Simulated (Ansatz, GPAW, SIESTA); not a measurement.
Code comparison for ScV2Ga4 (P1, 7 atoms in the cell)

Self-consistent single point, at a second geometry (atoms moved at random). First geometry:

```yaml
crystal:
  lattice:
    - [-3.22716, 3.22716, 2.57442]
    - [3.22716, -3.22716, 2.57442]
    - [3.22716, 3.22716, -2.57442]
  atoms:
    - { symbol: Sc, position: [0.00000, 0.00000, 0.00000] }
    - { symbol: V, position: [0.75000, 0.25000, 0.50000] }
    - { symbol: V, position: [0.25000, 0.75000, 0.50000] }
    - { symbol: Ga, position: [0.30087, 0.30087, 0.60174] }
    - { symbol: Ga, position: [0.69913, 0.69913, 0.39826] }
    - { symbol: Ga, position: [0.30087, 0.69913, 0.00000] }
    - { symbol: Ga, position: [0.69913, 0.30087, 0.00000] }
```

Second geometry:
```
Sc(VGa2)2
1.0
   -3.22716     3.22716     2.57442
    3.22716    -3.22716     2.57442
    3.22716     3.22716    -2.57442
Sc V Ga
1 2 4
Direct
  0.00825   0.99753   0.00827
  0.74295   0.25035   0.49341
  0.24633   0.74545   0.49692
  0.29902   0.29670   0.59447
  0.69566   0.70599   0.39467
  0.30053   0.70392   0.00491
  0.70727   0.30006   0.00735
```

Shared settings, as Ansatz (a first-principles code) writes them: kpoints.mp_grid.grid = 5 5 5; scf.occupations.method = gaussian; scf.occupations.width = 0.05 eV. Potentials and cutoffs stand in the table.

| code | model | ΔF from the first geometry (meV/atom) | pressure (GPa) | largest force (eV/Å) | cutoff |
|---|---|---|---|---|---|
| GPAW | LDA (Perdew-Wang 92), GPAW PAW datasets LDA (gpaw-data 1.0.1) | 8.2 | -5.08 | 0.542 | 800 eV |
| Ansatz | LDA (PW92), PAW files made with PBE | 9.0 | -6.19 | 0.537 | default |
| SIESTA | LDA PW92, numerical atomic orbitals TZP, PseudoDojo LDA standard norm-conserving potentials (rewritten from UPF to PSML) | 8.6 | -5.90 | 0.541 | grid 300 Ry |

Size of the force on each atom (eV/Å): Sizes of forces hide their directions.

```tsv
code	Sc1	V2	V3	Ga4	Ga5	Ga6	Ga7
GPAW	0.536	0.515	0.321	0.408	0.542	0.535	0.466
Ansatz	0.537	0.517	0.321	0.459	0.477	0.536	0.475
SIESTA	0.541	0.524	0.336	0.431	0.504	0.541	0.471
```

On Ansatz's run: spin polarisation is off.

The spread over the programs that give each value: ΔF from the first geometry within 0.8 meV/atom; pressure within 1.11 GPa; largest force within 0.005 eV/Å.

SIESTA uses small atom-centred bases, whose incompleteness enters pressures, forces and empty levels differently from a plane-wave cutoff. Ansatz's pressure is given at a fixed set of plane waves, as the other plane-wave codes print theirs; with its correction for the finite basis it is -6.14 GPa.

The starting cell comes from a database of computed structures (which also holds hypothetical and non-ambient phases and stackings), without a prior relaxation at this level. For this run, on top of that: atoms moved at random.

Keys are those of Ansatz 0.2.
